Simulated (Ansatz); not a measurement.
Ansatz (a first-principles code), DFT, PBE, plane waves, its soft PAW files of 3 December: Cu(100) slab of 6 layers, 1x1, O adatom, atoms displaced (Cu6O), unrelaxed, 7 atoms. Basis and mesh were picked for this test and aren't claimed converged.

```
Item                                                      Result
------------------------------  --------------------------------
cell                            2.56, 2.56, 20.64 Å; 90, 90, 90°
distance to the nearest atom                      1.99 to 2.56 Å
task                                                single point
k mesh                                                   10×10×1
hamiltonian.xc                                               pbe
kind of files                                                paw
scf.occupations.method                               fermi_dirac
scf.occupations.width                                     0.1 eV
output.forces                                               true
binding of workers (--pin)                                   off
k-point pools (--kpoint-pools)                                 1
memory maximum (--max-ram)                                  8GiB
accuracy                                        medium (default)
basis.precision                                   auto (default)
basis.xc_grid                                        2 (default)
scf.eigensolver.kind                              auto (default)
scf.convergence.dr2_threshold                    1e-07 (default)
scf.lower_state_search                           light (default)
k-points after symmetry                                       52
bands at the start                                            68
electrons                                                    120
plane waves at Γ                                            2665
cutoff (eV)                                                  420
FFT grid                                               18×18×144
symmetry operations                                            1
```

Settings of this run: scf.mixing.algorithm = broyden, scf.mixing.preconditioner = auto, scf.mixing.beta = 0.1, scf.algorithm = auto; 4 threads.

```tsv
iteration	dr2 (eV)	Hψ
1	1.07e2	13290
2	7.37e1	6021
3	2.48e1	7560
4	9.80e-1	5958
5	1.20e0	4474
6	2.31e0	3569
7	2.46e0	4254
8	2.40e0	4019
9	7.07e-1	4092
10	5.75e-1	4359
11	5.78e-1	4582
12	1.08e-1	3827
13	1.00e-2	5241
14	5.59e-3	4251
15	7.95e-3	5523
16	1.03e-3	5568
17	1.25e-3	7088
18	9.35e-5	5106
19	2.95e-5	5645
20	7.19e-6	5415
21	9.04e-6	5846
22	2.10e-6	5389
23	1.65e-6	5386
24	1.40e-6	6109
25	7.50e-7	5468
26	8.72e-7	4795
27	2.57e-7	4938
28	1.36e-7	4007
29	9.94e-8	11639
30	2.37e-8	12384
```

It converged after 30 SCF iterations.

Question: The cycle is slow. Which setting should be changed?

Answer: One answer among several that fit: scf.mixing.beta = 0.3 (16 SCF iterations), all else kept. The other changes of this size gave: scf.mixing.beta = 0.7 (17); scf.mixing.beta = not set (21); scf.mixing.beta = 1 (21). With more settings changed, the fewest of all runs of this system: scf.mixing.algorithm = auto (default), scf.mixing.beta = not set, scf.algorithm = direct_min (8). In that run the program took: scf.mixing.preconditioner LDOS, scf.eigensolver.kind band_cg, --slots 4. The change moves the result by: energy under 0.001 meV/atom, forces (largest component) 0.032 meV/Å. Counts are of single runs.

Keys are those of Ansatz 0.2.
